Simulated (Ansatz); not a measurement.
The parent structure is TiSi2 (space group Fddd, No. 70).

```yaml
crystal:
  lattice:
    - [0.00000, 4.11477, 4.26030]
    - [2.38957, 0.00000, 4.26030]
    - [2.38957, 4.11477, 0.00000]
  atoms:
    - { symbol: Si, position: [0.66253, 0.33747, 0.66253] }
    - { symbol: Si, position: [0.33747, 0.66253, 0.33747] }
    - { symbol: Si, position: [0.58747, 0.91253, 0.58747] }
    - { symbol: Si, position: [0.91253, 0.58747, 0.91253] }
    - { symbol: Ti, position: [0.00000, 0.00000, 0.00000] }
    - { symbol: Ti, position: [0.25000, 0.25000, 0.25000] }
```

Cartesian axes are those of the cell as printed.

Level of theory: DFT with r2SCAN, PAW potentials and a 500 eV plane-wave cutoff in Ansatz (a program for electronic structure), spin-orbit coupling left out.

Strains are applied to the cell and any free atomic positions relax; under biaxial strain the out-of-plane vector relaxes too.

One change was made to it. Results:

The band gap remains zero; the energy goes up by 0.7 meV/atom; the pressure (mean of the normal stresses, compression positive) goes from zero to 1.1 GPa; the volume per atom shrinks by 0.115 Å³ (13.96 Å³ → 13.85 Å³).

### Question
Name the change that was made.
(A) biaxial strain −0.48 %, plane normal [001], relaxed out of plane
(B) biaxial strain +1.93 %, plane normal [001], relaxed out of plane
(C) tensor shear ε_yz = +0.81 %
(D) isotropic strain −5.34 %
(E) biaxial strain −4.33 %, plane normal [001], relaxed out of plane

### Answer
A, biaxial strain −0.48 %, plane normal [001], relaxed out of plane. For comparison, the pressure in the other runs: tensor shear ε_yz = +0.81 % gives 0.0 GPa; biaxial strain +1.93 %, plane normal [001], relaxed out of plane gives -3.9 GPa; isotropic strain −5.34 % gives 35.3 GPa; biaxial strain −4.33 %, plane normal [001], relaxed out of plane gives 12.7 GPa.

Without a gap, meshes like the base's 13×13×13 leave anisotropic stresses uncertain by several tenths of a GPa, and small strain energies with them. No phonon test of stability was made. The final runs are not spin-polarised.
